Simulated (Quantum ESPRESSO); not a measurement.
## Short convergence ladders for ScGa3 (Pm-3m, 4 atoms in the cell)

```yaml
crystal:
  lattice:
    - [4.06135, 0.00000, 0.00000]
    - [0.00000, 4.06135, 0.00000]
    - [0.00000, 0.00000, 4.06135]
  atoms:
    - { symbol: Sc, position: [0.00000, 0.00000, 0.00000] }
    - { symbol: Ga, position: [0.50000, 0.50000, 0.00000] }
    - { symbol: Ga, position: [0.00000, 0.50000, 0.50000] }
    - { symbol: Ga, position: [0.50000, 0.00000, 0.50000] }
```

Base method: LDA (PW92), PseudoDojo standard norm-conserving (LDA) pseudopotentials (plane waves; Quantum ESPRESSO).

Base settings: ecutwfc = 80 Ry; occupations = smearing; smearing = gauss; degauss = 0.0073499 Ry; potentials = {Sc: Sc.upf, Ga: Ga.upf}; K_POINTS = automatic 4 4 4 0 0 0; conv_thr = 1e-10 Ry.

Core times come from one kind of shared machine, to one figure; runs under 30 s give none.

**Zone-centre phonons against the cutoff**

In this ladder: ph.x.tr2_ph = 1e-14; ph.x.fildyn = dyn.G; dynmat.x.fildyn = dyn.G; dynmat.x.asr = crystal.

The mesh stays at the base's, so the ladder's end is converged at best in this setting alone.

Frequencies are those of the unrelaxed cell, without the LO-TO term of polar crystals.

Only quantities that move along the ladder and can be compared are tabulated.

```tsv
ecutwfc	highest zone-centre frequency (cm⁻¹)	lowest optical frequency (cm⁻¹)
40 Ry	290.1	161.6
56 Ry	245.2	113.0
68 Ry	243.5	126.9
80 Ry	243.4	126.1
```

Coarsest ecutwfc that holds the highest zone-centre frequency within 10 cm⁻¹ of the last step, with all finer ones: 56 Ry; the step before is off by 47 cm⁻¹.

Coarsest ecutwfc that holds the lowest optical frequency within 5 cm⁻¹ of the last step, with all finer ones: 68 Ry; the step before is off by 13 cm⁻¹.

**The force threshold of a relaxation**

On ScGa3 (P4mm, 4 atoms in the cell): one atom moved by 0.15 angstrom.

In this ladder: calculation = relax; tprnfor = default; tstress = default.

The mesh stays at the base's, so the ladder's end is converged at best in this setting alone.

Only quantities that move along the ladder and can be compared are tabulated.

```tsv
forc_conv_thr	free energy less the last step's (meV/atom)	largest force left (eV/Å)	relaxation steps	core time / last (rough)
0.0078 Ry/bohr	0.42	0.0983	5	0.5
0.0019 Ry/bohr	0.09	0.0446	8	0.9
0.00078 Ry/bohr	0.00	0.0053	9	0.7
3.9e-05 Ry/bohr	0.00	0.0006	10	1
```

Coarsest forc_conv_thr that holds the largest force left within 0.01 eV/Å of the last step, with all finer ones: 0.00078 Ry/bohr; the step before is off by 0.044 eV/Å.

Coarsest forc_conv_thr that holds the free energy within 0.2 meV/atom of the last step, with all finer ones: 0.0019 Ry/bohr; the step before is off by 0.42 meV/atom.

On the base run: the starting cell comes from a database of computed structures (which also holds hypothetical and non-ambient phases and stackings), without a prior relaxation at this level. Its lattice was rescaled by up to half a per cent. Without a gap this mesh is coarse (it stands for a supercell whose shortest vector is 16 Å).
